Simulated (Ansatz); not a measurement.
Band gap of PbI₂ (P6₃mc, No. 186, 12 atoms in the cell; start mp-567542) at several levels of theory

No measured value is used here.

```
level (code)                                 value (eV)
-------------------------------------------  ----------
dielectric-dependent PBEsol hybrid (Ansatz)        3.04
HSE06 (Ansatz)                                     2.97
PBE0 (Ansatz)                                      3.61
```

Computed values are for a static lattice. Levels without +SOC have no spin–orbit coupling; where heavier elements are present it shifts gaps, mostly down, and can invert bands.  Dielectric-dependent PBEsol hybrid, HSE06, PBE0: the gap is read on the k mesh or supercell of the run alone and can be too large. Values are at the PBEsol cell. Ansatz's density-functional and Hartree–Fock values are scalar-relativistic unless marked +SOC, with PAW data made under PBE.

A start named mp-… is a Materials Project structure, which need not be a measured phase.

Ansatz is a quantum-chemistry and plane-wave program.
